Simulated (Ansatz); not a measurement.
Start from MgB₂ (space group P6/mmm, No. 191; relaxed with 0.1 eV smearing).

```
MgB2
1.0
    3.07531     0.00000     0.00000
   -1.53765     2.66329     0.00000
    0.00000     0.00000     3.52483
Mg B
1 2
Cartesian
  0.00000   0.00000   0.00000
  0.00000   1.77553   1.76242
  1.53765   0.88776   1.76242
```

Cartesian axes are those of the cell as printed.

The values are results of PBE/PAW in Ansatz (a program for electronic structure), no spin-orbit coupling, not measurements.

For the base:

| Quantity | Value |
|---|---|
| Shortest interatomic distance | 1.776 Å |

Perturbation: biaxial strain +4.22 %, plane normal [001], relaxed out of plane (Cartesian); in-plane vectors clamped, the third vector and the atoms free.

**Question.** How does this affect the shortest interatomic distance, out-of-plane strain and in-plane stress?

**Answer.** The shortest interatomic distance goes up by 0.0749 Å (1.776 Å → 1.850 Å); the out-of-plane strain comes out as -1.23 %; the mean in-plane stress (compression positive) is -16.7 GPa.

Whether these cells are dynamically stable was not tested. All final runs are without spin polarisation.
